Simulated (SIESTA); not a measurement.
SIESTA run on HgS (F-43m, 2 atoms in the cell): self-consistent single point.

Computed with LDA PW92, numerical atomic orbitals TZP, PseudoDojo LDA standard norm-conserving potentials (rewritten from UPF to PSML) (SIESTA).

```yaml
crystal:
  lattice:
    - [0.00000, 2.92363, 2.92363]
    - [2.92363, 0.00000, 2.92363]
    - [2.92363, 2.92363, 0.00000]
  atoms:
    - { symbol: Hg, position: [0.00000, 0.00000, 0.00000] }
    - { symbol: S, position: [0.25000, 0.25000, 0.25000] }
```

Reference input (self-consistent single point, DFT, GGA PBE, numerical atomic orbitals TZP, PseudoDojo PBE standard norm-conserving potentials (rewritten from UPF to PSML)): XC.functional = GGA; XC.authors = PBE; potentials = PseudoDojo PBE standard; PAO.BasisSize = TZP; PAO.EnergyShift = 0.005 Ry; MeshCutoff = 350 Ry; kgrid.MonkhorstPack = 13 13 13; OccupationFunction = FD; ElectronicTemperature = 50 meV; MaxSCFIterations = 150; SCF.Mixer.Method = Broyden; SCF.Mixer.Weight = 0.1. This run's input differs from it in these lines:

```diff
@@ -1,2 +1,2 @@
-# files in the folder: Hg.psml S.psml (PseudoDojo PBE standard)
+# files in the folder: Hg.psml S.psml (PseudoDojo LDA standard)
 SystemName  HgS
@@ -22,4 +22,4 @@
 
-XC.functional                GGA
-XC.authors                   PBE
+XC.functional                LDA
+XC.authors                   PW92
 PAO.BasisSize                TZP
```

Output (repeated stretches shortened):

```
        iscf     Eharris(eV)        E_KS(eV)     FreeEng(eV)     dDmax    Ef(eV) dHmax(eV)
   scf:    1    -4780.540350    -4812.025749    -4812.031237  1.478086 -0.606414 33.379039
   scf:    2    -4839.172151    -4826.718245    -4826.719633  0.878174 -1.566967 22.002878
   scf:    3    -4841.182424    -4835.871373    -4835.871586  0.798619 -2.582502  5.281963
   scf:    4    -4834.435498    -4835.204247    -4835.204466  0.136502 -2.433798  8.254497
   scf:    5    -4836.348971    -4835.813090    -4835.813303  0.135538 -2.739235  5.376048
   [... 18 lines left out ...]
   scf:   24    -4836.268035    -4836.268035    -4836.268248  0.000014 -3.126286  0.000158
   scf:   25    -4836.268035    -4836.268035    -4836.268248  0.000012 -3.126285  0.000139
   scf:   26    -4836.268035    -4836.268035    -4836.268248  0.000011 -3.126285  0.000121
   scf:   27    -4836.268035    -4836.268035    -4836.268248  0.000009 -3.126284  0.000106
SCF Convergence by DM+H criterion
max |DM_out - DM_in|         :     0.0000094078
max |H_out - H_in|      (eV) :     0.0001064798
SCF cycle converged after 27 iterations

Using DM_out to compute the final energy and forces

siesta: E_KS(eV) =            -4836.2680

siesta: E_KS - E_eggbox =     -4836.2680

siesta: Atomic forces (eV/Ang):
     1   -0.000000   -0.000000   -0.000000
     2    0.000000    0.000000    0.000000
   Tot    0.000000    0.000000    0.000000
   Max    0.000000
   Res    0.000000    sqrt( Sum f_i^2 / 3N )
   Max    0.000000    constrained

Stress tensor Voigt[x,y,z,yz,xz,xy] (kbar):       26.85       26.85       26.85       -0.00       -0.00       -0.00
(Free)E + p*V (eV/cell)    -4837.1057
Target enthalpy (eV/cell)    -4836.2682

siesta: Program's energy decomposition (eV):
siesta: FreeEng =     -4836.268248

   [... lines left out ...]
siesta: Cell volume =         49.980368 Ang**3
siesta:         -26.84572011        -26.84572087  kBar
   [... lines left out ...]
               3Pdx2-y2
   2  6.644   1.604  -0.134   0.336   1.550   1.550   1.550  -0.273  -0.273
             -0.273   0.280   0.280   0.280   0.034   0.034   0.033   0.034

              0.033

mulliken: Qtot =       26.000

Mulliken Atomic Populations:
Atom #   charge [q] valence [e]  Species
     1     0.644108   19.355892  Hg
     2    -0.644108    6.644108  S
 Total     0.000000
```

The run converged in 27 iterations. Against the reference run the pressure goes from 3.34 to -2.68 GPa.

The starting cell comes from a database of computed structures (which also holds hypothetical and non-ambient phases and stackings), without a prior relaxation at this level. Its lattice was rescaled by a random factor within 2.5 % of one. Values carry the incompleteness of an atom-centred basis. The run gives no clean gap (levels at the Fermi energy touch, overlap or are partly filled at this smearing), which alone does not show that the compound is a metal.

Cost on one core of a shared machine: roughly 60 s.
